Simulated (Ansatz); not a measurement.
Consider interstitial O in alpha quartz, charge state -2. The step: several atoms move together, O the farthest; the atom moves 1.08 Å along (0.17, -0.06, 0.06) of the unit cell; the moving atom starts with neighbours Si at 1.70, Si at 1.76 Å and ends with Si at 1.70, Si at 1.75 Å. A PBE band in Ansatz (plane-wave PAW, the Γ point alone, 72 host sites, 64 SCF runs with any check of the saddle's order, static, no finite-size correction) gives a forward barrier of 0.050 eV. The saddle point's order was not checked. The charge state is imposed; whether it is stable for some Fermi level was not computed. Sites that were not tried may lie lower.

Single points at the band's start and saddle point can refine it. Rough cost of one point, in units of the band's mean SCF on the same machine:

```tsv
Level	Cost of one point
PBE, a 2×2×2 k-point mesh shifted by half a step along c	about 8
r2SCAN at 500 eV, the Γ point alone	about 4
HSE06, Γ point alone	about 10
```

**Question.** Which of these move the barrier by more than 0.1 eV, and how far does each move it?

**Answer.** Not one does. PBE, a 2×2×2 k-point mesh shifted by half a step along c: +0.01 eV; r2SCAN at 500 eV, the Γ point alone: -0.02 eV; HSE06, Γ point alone: -0.01 eV. Each functional is compared with PBE at the same k-points.

Ansatz is a first-principles code.
